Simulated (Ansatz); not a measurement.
Take SrTiO₃ in the cubic perovskite structure (space group Pm-3m, No. 221; a = 3.9364 Å) as the base.

Calculations: DFT with PBE, PAW potentials and a 420 eV plane-wave cutoff in Ansatz (a quantum-chemistry and plane-wave program), no SOC.

The change: a hydrostatic pressure of 10 GPa.

Task: What does the calculation give for the mean gap deformation potential ΔEg/Δln V after the change?

Result: The mean gap deformation potential ΔEg/Δln V comes out as -1.9 eV.

Load acts through the strain it causes; cell and atoms are relaxed under it. Stability against distortions was not tested. No other phases were tried under pressure. The final runs are not spin-polarised. Many cubic perovskites are stable only at high temperature; tilts and polar distortions were not tested.
